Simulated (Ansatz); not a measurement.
Levels about the gap of amorphous Nb₁₆O₄₂Ti (59 atoms in a cell of 868 Å³, 4.22 g/cm³; zone centre alone, so wide bands show as single levels with stretches between that a denser mesh fills), at the geometry that PBE relaxed, where it gives 0.1 GPa on a denser mesh. The participation number counts the atoms over which a state spreads; weights are charges in smoothed Voronoi cells. The levels come from a single point, so bond lengths are those of that geometry. Method of the levels: PBE, scalar-relativistic without spin-orbit coupling (Ansatz, a quantum-chemistry and plane-wave program). Sampling: the zone centre alone; Fermi-Dirac width 0.02 eV; no spin polarisation.

A CHGNet melt-quench gave the starting glass, which DFT then relaxed. O atoms were pushed apart under 1.9 Å during the dynamics, to hinder bonds among them. The hot cell started wider than the set density and was brought back towards it in steps. It is the lowest in DFT energy of 2 quenches. It is a model cell: composition and starting density were chosen by hand, and all elements were melted together. No dispersion term was used. Its density started from a set value of 4.26 and ended at 4.22 g/cm³. The simulated quench (nominally 210 K/ps over its main leg) is rapid and tends to freeze in more defects than a deposited or slowly cooled glass has. A cell of this size samples the disorder only roughly. The volume was free in the relaxation, at fixed shape. Stress components on the final sampling reach 1.5 GPa. On a 2×2×2 Γ-centred mesh force components of up to 0.14 eV/Å stay, since the relaxation ran on the zone centre alone.

```tsv
E - E(highest filled), eV	filling	participation number	largest on	weight O	weight Nb	weight Ti
-0.31	filled	25.8	O, 2 neighbours	0.94	0.06	0.00
-0.26	filled	25.7	O, 2 neighbours	0.95	0.04	0.00
-0.20	filled	21.1	O, 3 neighbours	0.96	0.04	0.00
-0.14	filled	21.6	O, 2 neighbours	0.95	0.05	0.00
-0.08	filled	20.1	O, 2 neighbours	0.96	0.04	0.00
-0.02	filled	13.0	O, 2 neighbours	0.94	0.05	0.00
0.00	filled	18.5	O, 3 neighbours	0.96	0.04	0.00
2.99	empty	23.5	Ti, 5 neighbours	0.30	0.61	0.09
3.08	empty	18.0	Nb, 5 neighbours	0.30	0.62	0.09
3.14	empty	26.3	Nb, 6 neighbours	0.32	0.63	0.05
3.18	empty	22.9	Nb, 7 neighbours	0.30	0.65	0.05
3.28	empty	21.2	Nb, 7 neighbours	0.31	0.62	0.07
3.34	empty	13.6	Ti, 5 neighbours	0.29	0.50	0.21
3.36	empty	19.5	Ti, 5 neighbours	0.30	0.58	0.13
```

Most localised among these is the filled level at -0.02 eV, on a O atom, which has 2 neighbours (Nb 1.89 Å, Nb 1.97 Å).
